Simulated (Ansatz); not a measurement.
Density of states of V₂O₅ (C2/c) above the conduction band minimum, PBEsol, rigid bands in Ansatz (a first-principles code); cell volume 141.7 Å³.

```csv
energy from edge (eV),10⁻³ states/eV/cell
0.006,501
0.031,1120
0.056,1350
0.081,1550
0.106,1740
0.131,1920
0.156,2110
0.181,2330
0.206,2560
0.231,2600
0.256,2710
0.281,2870
0.319,3150
0.344,3370
0.369,3630
0.394,5340
0.419,7120
0.444,7990
0.469,7880
0.494,7440
0.519,8250
0.544,9040
0.569,9000
0.594,9460
```

Problem. What effective density of states at 300 K does this give (∫ g(E) exp(−E/k_BT) dE, both spins, divided by the cell's size)?

Solution. 1.6e20 cm⁻³, a density-of-states mass of 3.5 mₑ, valleys and band degeneracy included.

Spin-orbit coupling is left out. Geometry: cell and atoms relaxed with PBEsol.

Computed structure with no diffraction record at hand here (it may be known, metastable or hypothetical): V2O5 (C2/c). Treated as nonmagnetic, magnetic states not searched for: V2O5 (C2/c).
